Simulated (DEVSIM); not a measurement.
**abrupt GaSb p-n junction**

Structure: abrupt GaSb p-n junction, at 300 K.

```
layer (left to right)  material  thickness (μm)  Nd (cm⁻³)  Na (cm⁻³)  τn (s)  τp (s)
---------------------  --------  --------------  ---------  ---------  ------  ------
1                          GaSb           0.130          -     8.9e16  1.6e-8  1.6e-8
2                          GaSb            12.0     4.7e16          -  1.6e-8  1.6e-8
```

Left contact: ohmic. Right contact: ohmic. Voltage is applied to the left contact. Recombination: SRH at mid-gap, Auger. Mobility is μmin + (μ − μmin)/(1 + (N/Nref)^α).

Constants are typed, rounded textbook-type inputs, not results; the design itself was drawn at random and stands for no fabricated device. Values at 300 K.

| parameter | GaSb |
|---|---|
| gap (eV) | 0.726 |
| affinity (eV) | 4.06 |
| permittivity | 15.7 |
| Nc (cm⁻³) | 2.1e17 |
| Nv (cm⁻³) | 1.8e19 |
| μn (cm²/Vs) | 5000 |
| μp (cm²/Vs) | 850 |
| μn,min | 1000 |
| μp,min | 190 |
| Nref,n | 2.8e17 |
| Nref,p | 9e17 |
| αn | 1.05 |
| αp | 0.65 |
| Cn (cm⁶/s) | 5e-30 |
| Cp (cm⁶/s) | 5e-30 |

Model (solved in DEVSIM): 1D drift-diffusion, Boltzmann statistics, complete ionisation; no tunnelling, impact ionisation, image-force lowering or self-heating.

```
Item                                                Value
---------------------------------------------  ----------
Potential step across the device at zero bias     0.550 V
Largest field in the device at zero bias       59000 V/cm
Dark forward voltage at 1 A/cm²                   0.255 V
Dark forward voltage at 100 A/cm²                 0.382 V
```

Dark forward current:

```json
[
 {"V (V)": "0.05", "J (A/cm²)": "0.00039"},
 {"V (V)": "0.10", "J (A/cm²)": "0.0028"},
 {"V (V)": "0.15", "J (A/cm²)": "0.019"},
 {"V (V)": "0.20", "J (A/cm²)": "0.12"},
 {"V (V)": "0.25", "J (A/cm²)": "0.82"},
 {"V (V)": "0.30", "J (A/cm²)": "5.4"},
 {"V (V)": "0.35", "J (A/cm²)": "34"},
 {"V (V)": "0.40", "J (A/cm²)": "180"},
 {"V (V)": "0.45", "J (A/cm²)": "640"},
 {"V (V)": "0.50", "J (A/cm²)": "1500"},
 {"V (V)": "0.55", "J (A/cm²)": "2500"}
]
```

Dark reverse current:

```
V (V)  J (A/cm²)
-----  ---------
-0.04    -6.1e-5
-0.10    -8.7e-5
-0.20   -0.00011
-0.30   -0.00012
-0.40   -0.00014
-0.60   -0.00017
-0.80   -0.00021
-1.00   -0.00024
```
